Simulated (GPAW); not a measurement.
## Short convergence ladders for V (Im-3m, 1 atom in the cell)

```xyz
1
Lattice="-1.5074 1.5074 1.5074 1.5074 -1.5074 1.5074 1.5074 1.5074 -1.5074" Properties=species:S:1:pos:R:3 pbc="T T T"
V      0.0000     0.0000     0.0000
```

Base method: PBE, GPAW PAW datasets PBE (gpaw-data 1.0.1) (plane waves; GPAW).

Base settings: mode = pw; ecut = 800 eV; xc = PBE; kpts = 11 11 11; mesh shift (steps) = 0 0 0; occupations.name = methfessel-paxton; occupations.width = 0.1 eV; occupations.order = 0; nbands = -5; symmetry.symmorphic = false.

The count of work is k-points × plane waves × bands × iterations; it is no time. 

**The k-point mesh at a smearing width of 0.05 eV**

In this ladder: occupations.width = 0.05 eV.

The second cell is the first with its lattice scaled by 0.98.

Only quantities that move along the ladder and can be compared are tabulated.

```csv
kpts,free energy less the last step's (meV/atom),energy of the compressed cell less the first (meV/atom),pressure (GPa),count of work / last
5 5 5,41.82,30.64,-0.05,0.012
6 6 6,65.48,29.66,0.54,0.016
8 8 8,-9.66,10.76,-3.33,0.028
9 9 9,9.32,12.92,-2.48,0.046
11 11 11,1.31,18.71,-1.97,0.054
14 14 14,-5.87,17.55,-2.39,0.14
17 17 17,1.93,19.18,-1.85,0.18
20 20 20,-0.41,18.25,-2.04,0.23
30 30 30,0.00,18.08,-2.04,1.0
```

Coarsest kpts that holds the free energy within 1 meV/atom of the last step, with all finer ones: 20 20 20, at 0.23 of the last step's count of work; the step before is off by 1.9 meV/atom.

Coarsest kpts that holds the energy of the compressed cell less the first within 2 meV/atom of the last step, with all finer ones: 11 11 11, at 0.054 of the last step's count of work; the step before is off by 5.2 meV/atom.

Coarsest kpts that holds the pressure within 1 GPa of the last step, with all finer ones: 9 9 9, at 0.046 of the last step's count of work; the step before is off by 1.3 GPa.

**The width of Methfessel-Paxton smearing**

In this ladder: kpts = 18 18 18; occupations.order = 1.

Narrow widths need finer meshes than wide ones, so the last steps can hold mesh noise.

Only quantities that move along the ladder and can be compared are tabulated; pressure and forces are left out, as mesh noise rules them at narrow widths.

| occupations.width | free energy less the last step's (meV/atom) |
|---|---|
| 1 eV | -25.74 |
| 0.5 eV | -5.75 |
| 0.3 eV | -0.52 |
| 0.2 eV | 0.38 |
| 0.1 eV | 0.20 |
| 0.05 eV | 0.00 |

Widest occupations.width that holds the free energy within 2 meV/atom of the last step, with all finer ones: 0.3 eV; the step before is off by 5.8 meV/atom.

On the base run: the starting cell has typed, rounded lattice constants, without a prior relaxation at this level. Its lattice was rescaled by up to half a per cent. Spin polarisation is off.

Left out of this page: 2 runs of the series outside the window shown, repeating another row's setting, or not comparable.
